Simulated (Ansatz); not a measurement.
A self-consistent single point of RbGeBiS₄ (P2_1/c, 28 atoms in the cell) with Ansatz (a program for electronic structure).

Method of the run: LDA (PW92), default PAW files made with PBE (plane waves; Ansatz).

```
CELL_PARAMETERS angstrom
      6.51658     0.00000     0.00000
      0.00000     6.78323     0.00000
     -5.81400     0.00000    16.81356
ATOMIC_POSITIONS crystal
  Rb 0.29026 0.74312 0.03538
  Rb 0.70974 0.24312 0.46462
  Rb 0.70974 0.25688 0.96462
  Rb 0.29026 0.75688 0.53538
  Bi 0.23467 0.68294 0.28065
  Bi 0.76533 0.18294 0.21935
  Bi 0.76533 0.31706 0.71935
  Bi 0.23467 0.81706 0.78065
  Ge 0.20115 0.27374 0.15633
  Ge 0.79885 0.77374 0.34367
  Ge 0.79885 0.72626 0.84367
  Ge 0.20115 0.22626 0.65633
  S  0.40460 0.32881 0.28100
  S  0.59540 0.82881 0.21900
  S  0.59540 0.67119 0.71900
  S  0.40460 0.17119 0.78100
  S  0.00364 0.51025 0.35741
  S  0.99636 0.01025 0.14259
  S  0.99636 0.48975 0.64259
  S  0.00364 0.98975 0.85741
  S  0.02040 0.02102 0.36906
  S  0.97960 0.52102 0.13094
  S  0.97960 0.97898 0.63094
  S  0.02040 0.47898 0.86906
  S  0.41300 0.23981 0.08478
  S  0.58700 0.73981 0.41522
  S  0.58700 0.76019 0.91522
  S  0.41300 0.26019 0.58478
```

Reference input (self-consistent single point, DFT, LDA (PW92), plane waves, default PAW files made with PBE): basis.ecutwfc = 420 eV; kpoints.mp_grid.grid = 3 3 1; hamiltonian.xc = lda; hamiltonian.pseudopotentials = {kind: paw} (the program's default PAW files); scf.occupations.method = cold; scf.occupations.width = 0.272 eV. This run's input differs from it in these lines:

Ansatz 0.2 input:
```diff
@@ -39,2 +39,3 @@
     grid: [3, 3, 1]
+    shift: [0.0, 0.0, 0.5]
 hamiltonian:
```

Output (repeated stretches shortened):

```
SCF iter   1: F=—  HF=-91819.842491 eV  |F-HF|=—  |Δ(HF+E_count)|=         —  Δρ=6.13e-3  dr2=3.73e-1  ethr=1.77e-3  ⟨swp⟩=6.5  Hψ=2560  notcnv=0
all-band conjugate gradients solve this SCF's bands
preconditioner: auto → Resta (q_TF=auto, 2.272 Å⁻¹)
SCF iter   2: F=—  HF=-91819.747289 eV  |F-HF|=—  |Δ(HF+E_count)|=   9.52e-2  S|Δr|=   4.45e-6  Δρ=2.86e-3  dr2=4.96e-2  ethr=1.50e-4  ⟨swp⟩=2.2  Hψ=820  notcnv=0
   [... lines left out ...]
SCF iter   7: F=—  HF=-91819.733112 eV  |F-HF|=—  |Δ(HF+E_count)|=   1.99e-6  S|Δr|=   1.66e-9  Δρ=8.23e-6  dr2=9.48e-7  ethr=3.32e-9  ⟨swp⟩=2.0  Hψ=1010  notcnv=0
SCF iter   8: F=—  HF=-91819.733112 eV  |F-HF|=—  |Δ(HF+E_count)|=   1.63e-8  S|Δr|=   1.76e-9  Δρ=3.02e-6  dr2=1.25e-7  ethr=3.82e-10  ⟨swp⟩=2.0  Hψ=1010  notcnv=0
SCF iter   9: F=-91819.733112 eV  HF=-91819.733112 eV  |F-HF|=8.15e-10  |Δ(HF+E_count)|=   5.31e-9  S|Δr|=  6.46e-10  Δρ=7.17e-7  dr2=6.92e-9  ethr=4.03e-11  ⟨swp⟩=11.2  Hψ=3004  notcnv=0
SCF 1 converged in 9 iterations: F = -91819.733112 eV  dr2 = 6.92e-9
Stability not checked (fill_not_monotonic)
Free energy (F): -91819.733112 eV
F+E_penalty+E_count: -91819.733113 eV  (lagrangian_ev)
Internal energy: -91819.733112 eV  (E = F + TS)
E sigma→0 (E₀):  -91819.733112 eV
Entropy (-TS):   0.000000 eV (0.000 meV/atom)
Fermi energy:    6.216554 eV
--- Forces (eV/Å), atoms counted from 1 ---
  atom   1  Rb    -0.02033394     0.00067792    -0.00123096
  atom   2  Rb     0.02033394     0.00067792     0.00123096
  atom   3  Rb     0.02033394    -0.00067792     0.00123096
   [... lines left out ...]
  atom  28  S      0.24773568     0.03433105    -0.26142183
--- Stress (GPa, compression-positive) ---
        0.560446      -0.000000       0.090327
       -0.000000       0.466321      -0.000000
        0.090327      -0.000000       0.287137
  P = ⅓ Tr σ = 0.4380 GPa (4.380 kbar)
  The stress holds the Pulay correction. Without it, at fixed plane waves, as pw.x and ABINIT print it: P = 0.4207 GPa
```

The run converged in 9 iterations. Against the reference run the free energy hardly moves (within 1 meV/atom), the pressure stays at 0.44 GPa, the largest force moves little (0.480 to 0.481 eV/Å) and the gap on the mesh goes from 2.143 to 2.117 eV.

The starting cell comes from a database of published, mostly measured structures (it also holds non-ambient and calculated ones), without a prior relaxation at this level. Its lattice was rescaled by a random factor within 2.5 % of one. Spin-orbit coupling is off. Ansatz's pressure includes its estimate of the finite-basis (Pulay) stress. Another mesh or the band path of this cell gives a smaller gap, so this value is not converged in the mesh.

Cost on one core of a shared machine: roughly 40 s.
